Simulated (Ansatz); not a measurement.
Consider the following.

End structure of the (111) surface of fluorite-type NiSi2 in its 1x1 cell (cut with top plane Si, bottom plane Si), outermost plane spacing 0.79 Å in the ideal cut:

```
CELL_PARAMETERS angstrom
      3.85038     0.00000     0.00000
     -1.92519     3.33453     0.00000
      0.00000     0.00000    27.50000
ATOMIC_POSITIONS crystal
  Si 0.00000 0.00000 0.30399
  Ni 0.33333 0.66667 0.32967
  Si 0.66667 0.33333 0.35595
  Si 0.33333 0.66667 0.41393
  Ni 0.66667 0.33333 0.44257
  Si 0.00000 0.00000 0.47178
  Si 0.66667 0.33333 0.52822
  Ni 0.00000 0.00000 0.55743
  Si 0.33333 0.66667 0.58607
  Si 0.00000 0.00000 0.64405
  Ni 0.33333 0.66667 0.67033
  Si 0.66667 0.33333 0.69601
```

Model: 12-atom slab, Ni4Si8, 11.0 Å thick at the start, 11x11x1 mesh, Fermi-Dirac 0.1 eV, dipole correction, single point; on the structure that PBE left under its start's symmetry; no spin (magnetic order not tried), no spin-orbit, no U.

Problem. Estimate the surface energy (mean of both faces) that r2SCAN, at the PBE geometry in Ansatz (an electronic-structure program) returns for this input.

Solution. 71 meV/Å²

Problem. Give the work function of the top face at the level r2SCAN, at the PBE geometry.

Solution. 4.69 eV
